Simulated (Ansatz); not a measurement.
A computed series for ZrC: response to strain

Base system: ZrC in the rock salt structure (space group Fm-3m, No. 225; relaxed with 0.1 eV smearing).

```
ZrC
1.0
    0.00000     2.33454     2.33454
    2.33454     0.00000     2.33454
    2.33454     2.33454     0.00000
Zr C
1 1
Direct
  0.00000   0.00000   0.00000
  0.50000   0.50000   0.50000
```

Cartesian axes are those of the cell as printed.

Strains are applied to the cell and any free atomic positions relax.

Level of theory: PBEsol (Ansatz, a quantum-chemistry and plane-wave program), without spin-orbit coupling.

Notes on the quantities. energy relative to the base: free energy F.

```tsv
uniaxial strain ε_zz (%)	energy relative to the base (meV/atom)
0	0.0
0.5	0.5
1	1.9
1.5	?
2	7.4
2.5	11.3
3	16.0
```

Problem. Fit ΔE = Aε² + Bε³ (ε in %) to the rows shown and predict the withheld row.

Solution. Least squares on the printed values gives A = 1.98 and B = -0.068 meV/atom (largest residual 0.0 meV/atom); this predicts 4.2 meV/atom, and the run gives 4.2 meV/atom, in agreement.

No phonon test of stability was made. The final runs are not spin-polarised.
